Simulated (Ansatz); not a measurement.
Base system: SiC in the wurtzite structure (space group P6_3mc, No. 186; a = 3.0564 Å, c = 5.0158 Å). Axes: x lies along a and z along c of the hexagonal cell.

The values are results of LDA/PAW in Ansatz (a program for electronic structure), no spin-orbit coupling, not measurements.

Base values:

- Electron mass = 0.26 mₑ along c, 0.43 mₑ across (at K)
- Pressure = 0.0 kbar
- Smallest direct gap = 3.92 eV

Now apply this change: biaxial strain +2.40 %, plane normal [001], relaxed out of plane (Cartesian); in-plane vectors clamped, the third vector and the atoms free.

Question: How does this affect the electron mass, out-of-plane strain, pressure, smallest direct gap and valley order?

Answer: The electron mass becomes 0.26 mₑ out of plane, 0.44 mₑ in plane (at K) (base: 0.26 mₑ along c, 0.43 mₑ across (at K)); the out-of-plane strain amounts to -0.48 %; the pressure (mean of the normal stresses, compression positive) goes from zero to -90.4 kbar; the smallest direct gap shrinks by 0.32 eV, from 3.92 eV to 3.60 eV; the valley order (the lowest conduction-band minima on the path, energy above the VBM, named in the base's zone) amounts to K (-1/3, -1/3, 0) 2.27 eV; M (0, 1/2, 0) 2.35 eV.

Effective masses come from finite differences of ±0.01 Å⁻¹. No phonon test of stability was made.
